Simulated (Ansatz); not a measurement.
**GaN, response to strain**

Base system: GaN in the zinc blende structure (space group F-43m, No. 216).

GaN is taken in the cubic space group F-43m (No. 216), the zinc blende structure, Pearson symbol cF8. Lattice parameters: a = 4.455 Å, b = 4.455 Å, c = 4.455 Å, α = 90.00°, β = 90.00°, γ = 90.00°. Ga on 4a has 4 N at 1.929 Å (tetrahedral). N on 4d is coordinated by 4 Ga at 1.929 Å (tetrahedral). (Neighbours: up to the widest gap in distance over summed covalent radii, below 1.35, at either atom; cation-cation and far metal-metal contacts left out.)
(The calculation used a cell of 2 atoms; values per cell refer to that cell.)

Strains are applied to the cell and any free atomic positions relax.

All numbers come from Ansatz (a first-principles code), LDA, PAW, cutoff 420 eV, spin-orbit coupling left out.

Notes on the quantities. energy relative to the base: free energy F.

| isotropic strain (%) | energy relative to the base (meV/atom) |
|---|---|
| -3 | 62.6 |
| -2.5 | 42.7 |
| -1 | 6.4 |
| 0 | 0.0 |
| 1 | 6.0 |
| 1.5 | 13.4 |
| 2 | 23.5 |
| 2.5 | ? |
| 3 | 51.1 |

**Question.** Fit ΔE = Aε² + Bε³ (ε in %) to the rows shown and predict the withheld row.

**Answer.** Least squares on the printed values gives A = 6.31 and B = -0.21 meV/atom (largest residual 0.1 meV/atom); this predicts 36.1 meV/atom, and the run gives 36.1 meV/atom, in agreement.

Gaps are read on the SCF mesh and a high-symmetry path. No phonon test of stability was made. This is not the structure that GaN has at room temperature and ambient pressure.
